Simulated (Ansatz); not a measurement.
Evanescent states of NaF (Fm-3m, rock salt, 2 atoms a cell, 11.9 Å³ an atom) along the normal of (111)

Computed with r2SCAN (plane waves, PAW; Ansatz, a quantum-chemistry and plane-wave program).

The gap is the functional's own, uncorrected, and κ follows it; spin-orbit coupling is left out. Mid-gap values are interpolated between the computed energies.

Energies count from the valence-band top; κ is the least over a 12×12 mesh across the current.

```
E (eV)  κ (1/Å)  where
------  -------  -----
0.17      0.205      Γ
0.49      0.336      Γ
0.82      0.413      Γ
1.16      0.465      Γ
1.49      0.503      Γ
1.81      0.530      Γ
2.15      0.550      Γ
2.48      0.562      Γ
2.81      0.570      Γ
3.13      0.573      Γ
3.46      0.571      Γ
3.79      0.565      Γ
4.12      0.555      Γ
4.46      0.542      Γ
4.79      0.524      Γ
5.12      0.502      Γ
5.45      0.474      Γ
5.78      0.442      Γ
6.11      0.402      Γ
6.43      0.352      Γ
6.76      0.289      Γ
7.09      0.198      Γ
```

Task: How thick must the barrier be to attenuate the transmission by 10^4 when the electrodes' Fermi level lies at 1.16 eV, and what attenuation does that film give at 5.45 eV?

Result: d = 4 ln 10 / (2 × 0.465) = 9.9 Å. At 5.45 eV it gives 4 × 0.474/0.465 = 4.1 decades.
